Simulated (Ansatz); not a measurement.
The reference is Rh in the fcc (Cu type) structure (space group Fm-3m, No. 225; a = 3.782 Å; relaxed with 0.1 eV smearing). Axes: x, y, z lie along the cube axes.

Method: DFT with PBEsol, PAW potentials and a 420 eV plane-wave cutoff in Ansatz (a quantum-chemistry and plane-wave program), no SOC.

One thing is altered: uniaxial strain ε_zz = +3.00 %, all other strain components held at zero, atoms relaxed at fixed cell.

Q: Predict the stress tensor and what it implies for the stiffness.

A: Stress of the strained cell less that of the base (GPa, compression positive):
```
   -5.5     0.0     0.0
    0.0    -5.5     0.0
    0.0     0.0   -12.6
```

Then −Δσ_ii/ε with ε = 0.0300 gives secant stiffness values (nonlinear terms included at this strain): C33 ≈ 421 GPa, C13 ≈ 184 GPa and C23 ≈ 184 GPa.

As a check, the harmonic strain energy −½ V₀ Δσ:ε is 16 meV/atom; the computed energy rise is 17 meV/atom.

Whether these cells are dynamically stable was not tested. All final runs are without spin polarisation. Rh lies near a magnetic instability that expansion can trigger; it was not tested.
